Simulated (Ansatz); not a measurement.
The starting structures come from a database of crystals and need not be the phases stable at ambient conditions.

Tunnelling through a barrier is set by its complex band structure: the current falls as exp(−2κd) with the smallest κ.

Consider the following.

```xyz
12
Lattice="9.7866 0.0000 0.0000 4.8933 8.7343 0.0000 4.8933 -0.9138 2.6733" Properties=species:S:1:pos:R:3 pbc="T T T"
Cs     0.0000     0.0000     0.0000
Al     9.7866     3.9103     1.3366
Mo    16.3111     5.4916     1.8772
Mo     3.2622     2.3289     0.7961
O     16.3111     7.1506     2.4443
O      3.2622     0.6699     0.2290
O      5.6640     5.4546     0.2897
O     13.9092     2.3659     2.3836
O     10.5574     5.4044     0.4366
O      9.0159     2.4161     2.2367
O      8.2452     4.9726     1.6998
O     11.3281     2.8479     0.9735
```

Space group of this cell: P-3m1. The cell is taken as given; by PBEsol its mean pressure is -5.3 GPa.

Transport runs along the normal of the first two printed cell vectors, the (111) plane of the conventional cell.

The gap is the functional's own, uncorrected, and κ follows it; spin-orbit coupling is left out. Mid-gap values are interpolated between the computed energies.

Problem. Compute, with PBEsol (Ansatz, a program for electronic structure), the band gap and the smallest decay constant κ at mid-gap.

Solution. Gap 3.68 eV on a 12×12×12 mesh; κ = 0.537 1/Å, at the zone centre.
